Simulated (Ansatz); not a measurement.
# Al2Cu, pressure series

The reference is Al2Cu (space group I4/mcm, No. 140).

```yaml
crystal:
  lattice:
    - [-3.02971, 3.02971, 2.43697]
    - [3.02971, -3.02971, 2.43697]
    - [3.02971, 3.02971, -2.43697]
  atoms:
    - { symbol: Al, position: [0.65828, 0.15828, 0.81655] }
    - { symbol: Al, position: [0.84172, 0.65828, 0.50000] }
    - { symbol: Al, position: [0.15828, 0.34172, 0.50000] }
    - { symbol: Al, position: [0.34172, 0.84172, 0.18345] }
    - { symbol: Cu, position: [0.25000, 0.25000, 0.00000] }
    - { symbol: Cu, position: [0.75000, 0.75000, 0.00000] }
```

Cell and atoms are relaxed at each pressure.

Computed with PBE in Ansatz (plane waves to 420 eV, PAW, no spin-orbit coupling), earlier PAW set.

```json
[
 {"pressure (GPa)": "-2", "volume per atom (Å³/atom)": "15.230"},
 {"pressure (GPa)": "-1", "volume per atom (Å³/atom)": "15.067"},
 {"pressure (GPa)": "0", "volume per atom (Å³/atom)": "14.913"},
 {"pressure (GPa)": "0.3", "volume per atom (Å³/atom)": "?"},
 {"pressure (GPa)": "0.7", "volume per atom (Å³/atom)": "14.810"},
 {"pressure (GPa)": "1.5", "volume per atom (Å³/atom)": "14.698"},
 {"pressure (GPa)": "5", "volume per atom (Å³/atom)": "14.252"},
 {"pressure (GPa)": "7.5", "volume per atom (Å³/atom)": "13.974"},
 {"pressure (GPa)": "10", "volume per atom (Å³/atom)": "13.722"}
]
```

Q: Fit the third-order Birch–Murnaghan form P(V) = (3B₀/2)[(V₀/V)^(7/3) − (V₀/V)^(5/3)]·[1 + (3/4)(B₀′ − 4)((V₀/V)^(2/3) − 1)] (squares taken in P) to the rows shown and predict the withheld row.

A: Least squares on the printed values gives V₀ = 14.913 Å³/atom, B₀ = 99.7 GPa, B₀′ = 4.5; this predicts 14.869 Å³/atom, and the run gives 14.869 Å³/atom, in agreement.

Load acts through the strain it causes; cell and atoms are relaxed under it. Stability against distortions was not tested. No other phases were tried under pressure. The final runs are not spin-polarised.

Ansatz is an electronic-structure program.
